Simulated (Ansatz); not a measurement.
Base system: GaSb in the zinc blende structure (space group F-43m, No. 216; a = 6.049 Å). Axes: x, y, z lie along the cube axes.

Method: Ansatz (an electronic-structure program) LDA, scalar-relativistic without spin-orbit coupling.

Base values:

* **Pressure**: 0.0 GPa
* **Shortest interatomic distance**: 2.619 Å

It is then changed as follows: tensor shear ε_xy = +1.71 % (engineering shear γ = 0.0342), atoms relaxed at fixed cell.

Estimate the effect on the energy relative to the base.

The energy rises by 4.2 meV/atom.

What happens to the largest internal atomic displacement?

The largest internal atomic displacement comes out as 0.016 Å.

Estimate the effect on the pressure.

The pressure (mean of the normal stresses, compression positive) stays 0.0 GPa.

Predict the new shortest interatomic distance.

The shortest interatomic distance drops by 0.0115 Å (2.619 Å → 2.608 Å).

The cells carry an imposed strain or load. Whether these cells are dynamically stable was not tested. The final runs are not spin-polarised.
